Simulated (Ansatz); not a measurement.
An ideal cubic perovskite cell is held by its symmetry; such compounds can tilt or shift off centre at room temperature.

```yaml
crystal:
  lattice:
    - [5.66883, 0.00000, 0.00000]
    - [0.00000, 5.66883, 0.00000]
    - [0.00000, 0.00000, 5.66883]
  atoms:
    - { symbol: Cs, position: [0.00000, 0.00000, 0.00000] }
    - { symbol: Pb, position: [0.50000, 0.50000, 0.50000] }
    - { symbol: Cl, position: [0.00000, 0.50000, 0.50000] }
    - { symbol: Cl, position: [0.50000, 0.00000, 0.50000] }
    - { symbol: Cl, position: [0.50000, 0.50000, 0.00000] }
```

Space group of this cell: Pm-3m, cubic perovskite. The cell was relaxed by PBE-D3(BJ).

Transport runs along the normal of the first two printed cell vectors, the (001) plane of the conventional cell.

The gap is the functional's own. No spin-orbit coupling. Mid-gap values are interpolated on the energy grid.

Task: Compute, with r2SCAN (Ansatz, a first-principles code), the band gap and the smallest decay constant κ at mid-gap.

Result: Gap 2.45 eV on a 6×6×6 mesh; κ = 0.148 1/Å, at (0.500, 0.500) of the in-plane reciprocal vectors. At the zone centre, at the nearest computed energy, the slowest state has κ = 0.22 1/Å.
